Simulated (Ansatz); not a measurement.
# PbF2 (Pnma, No. 62)

The numbers are results of HSE06 (Ansatz, a quantum-chemistry and plane-wave program, PAW), not measurements.

Settings: plane-wave cutoff 500 eV, 4×6×4 k mesh (along the axes of the cell as run), gaussian smearing 0.02 eV, scalar-relativistic PAW data made under PBE.

Cell (relaxed with r²SCAN):

```
PbF2
1.0
    6.41904     0.00000     0.00000
    0.00000     3.88476     0.00000
    0.00000     0.00000     7.68303
Pb F
4 8
Direct
  0.25546   0.25000   0.10416
  0.24454   0.75000   0.60416
  0.75546   0.25000   0.39584
  0.74454   0.75000   0.89584
  0.85944   0.25000   0.06379
  0.64056   0.75000   0.56379
  0.35944   0.25000   0.43621
  0.14056   0.75000   0.93621
  0.47288   0.25000   0.84815
  0.02712   0.75000   0.34815
  0.97288   0.25000   0.65185
  0.52712   0.75000   0.15185
```

| Item | Result |
|---|---|
| band gap | 5.58 eV (on the SCF k mesh) |

Note: cell and atoms aren't relaxed at this level (largest force component 0.05 eV/Å, pressure 1.4 GPa).

Spin–orbit coupling is not included; with these elements it can move the gap by several tenths of an eV or more.

The computed numbers hold no vibrational or temperature effects.
